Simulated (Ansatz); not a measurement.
The starting structures come from a database of crystals and need not be the phases stable at ambient conditions.

Inside the gap of an insulator the Bloch states are evanescent, with a wavenumber k + iκ along the transport direction.

Input:

```xyz
14
Lattice="7.6405 0.0000 0.0000 0.0000 10.8052 0.0000 3.8202 5.4026 3.8202" Properties=species:S:1:pos:R:3 pbc="T T T"
Mg     0.0000     0.0000     0.0000
Mg     3.8202     2.7013     0.0000
In     7.6405     4.0520     1.9101
In     1.9101     6.7533     0.0000
In     3.8202     9.4546     1.9101
In     5.7303     6.7533     0.0000
S      5.8391     4.1289     0.0000
S      7.6405    12.2328     2.0189
S      1.8013     4.1289     0.0000
S      3.8202     6.8302     1.8013
S      3.8202    12.0790     2.0189
S      2.0189     9.3777     0.0000
S      7.6405     6.6763     1.8013
S      5.6215     9.3777     0.0000
```

Space group of this cell: Fd-3m, spinel. The cell is taken as given; by PBEsol its mean pressure is -1.0 GPa.

Transport runs along the normal of the first two printed cell vectors, the (110) plane of the conventional cell.

The gap is the functional's own, uncorrected, and κ follows it; spin-orbit coupling is left out. Mid-gap values are interpolated between the computed energies.

Problem. Predict the band gap and the smallest decay constant κ at mid-gap from PBEsol run with Ansatz (a quantum-chemistry and plane-wave program).

Solution. Gap 1.72 eV on a 8×8×8 mesh; κ = 0.150 1/Å, at the zone centre.
